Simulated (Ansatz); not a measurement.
**Al (Fm-3m): resistivity and electron-phonon coupling**

Input:

```
Al
1.0
    0.00000     1.98962     1.98962
    1.98962     0.00000     1.98962
    1.98962     1.98962     0.00000
Al
1
Direct
  0.00000   0.00000   0.00000
```

Computed with LDA, DFPT electron-phonon coupling, linearised Boltzmann equation (plane waves, PAW, scalar-relativistic; Ansatz, a first-principles code). Condition of this run: functional LDA. Cell: relaxed with this functional, without spin-orbit coupling.

| Quantity | Value |
|---|---|
| resistivity at 300 K | 2.4 μΩ·cm |
| resistivity at 77 K | 0.186 μΩ·cm |
| electron mean free path at 300 K (weighted by the current that each state carries) | 23 nm |
| resistivity times mean free path for one path shared by all states (from the Fermi surface's area) | 5.0 ×10⁻¹⁶ Ω·m² |
| electron-phonon coupling λ | 0.42 |
| transport coupling λ_tr | 0.34 |
| logarithmic mean phonon energy | 25 meV |
| density of states at the Fermi level | 0.197 states/(eV·spin·cell) |
| Drude plasma energy | 12.5 eV |
| Hall coefficient at 300 K | -2.6 ×10⁻¹¹ m³/C |
| Tc for μ* = 0.10 (anisotropic Eliashberg) | 1.44 K |
| Tc for μ* = 0.13 (anisotropic Eliashberg) | below 1 K |

A metal at this level (no band gap). Only scattering by harmonic phonons is included (no impurities, grain boundaries, electron-electron scattering or thermal expansion). Spin-orbit coupling is left out. The run warned that the eigensolver left some states short of its tolerance. Halving the electron mesh (36x36x36) moves the resistivity by up to 2 % at 300 K, the mean free path by up to 2 %, the coupling by up to 1 %. Smearing 0.20 eV; phonons on a 6x6x6 q mesh, which this run doesn't test and which matters most at low temperature. Tc comes from the anisotropic Migdal-Eliashberg equations with μ*, a chosen number, referred to 29 meV.
